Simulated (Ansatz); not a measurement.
What isotropic strain −0.84 % does to YN

The parent structure is YN in the rock salt structure (space group Fm-3m, No. 225; a = 4.8957 Å).

It is then changed as follows: the cell is scaled by 0.9916 in all directions; the atoms relax in the strained cell.

The values are results of Kohn–Sham DFT with the r2SCAN functional, run in Ansatz (a quantum-chemistry and plane-wave program) with PAW and 500 eV plane waves, no SOC, not measurements. Γ-centred 12×12×12 mesh, Fermi–Dirac width 0.05 eV.

The volume per atom falls by 0.37 Å³, from 14.67 Å³ to 14.30 Å³ and the space group remains Fm-3m (No. 225). The shortest interatomic distance shrinks by 0.021 Å to 2.427 Å and the energy increases by 5.1 meV/atom. The pressure goes from zero to 4.52 GPa and the band gap drops by 0.04 eV to 0.54 eV. The gap character is still indirect, Γ → X and the smallest direct gap shrinks by 0.066 eV to 0.92 eV. The mean gap deformation potential ΔEg/Δln V is +1.7 eV and the width of the top valence band grows by 0.072 eV (2.28 eV → 2.36 eV). The electron mass changes from 1.3 mₑ along k, 0.15 mₑ across (at X) to 1.3 mₑ along k, 0.14 mₑ across (at X) and the hole mass (degenerate bands, along [100]) is still 0.17, 1.1, 1.1 mₑ (at Γ).

Final structure:

```
CELL_PARAMETERS angstrom
      0.00000     2.42727     2.42727
      2.42727     0.00000     2.42727
      2.42727     2.42727     0.00000
ATOMIC_POSITIONS crystal
  N  0.00000 0.00000 0.00000
  Y  0.50000 0.50000 0.50000
```

Effective masses come from finite differences of ±0.01 Å⁻¹. Along k means along the line from Γ to the band edge. No phonon test of stability was made.
